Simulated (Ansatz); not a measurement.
We consider AlB2-type HfB2, described by r²SCAN+SOC in Ansatz (plane waves, PAW).

Settings: plane-wave cutoff 560 eV, 24×24×16 k mesh (along the axes of the cell as run), Fermi–Dirac smearing 0.05 eV, PAW data made under PBE.

Response to compression and expansion:

Shape and atoms are relaxed at each volume.

| V (Å³/atom) | P (GPa) | c (Å) | a (Å) |
|---|---|---|---|
| 9.470 | 11.28 | 3.420 | 3.097 |
| 9.667 | 5.36 | 3.448 | 3.117 |
| 9.865 | -0.01 | 3.475 | 3.136 |
| 10.062 | -4.87 | 3.503 | 3.154 |
| 10.259 | -9.28 | 3.530 | 3.173 |

Note: the bulk modulus comes from volumes at which shape and atoms were relaxed.

Ansatz is a program for electronic structure.
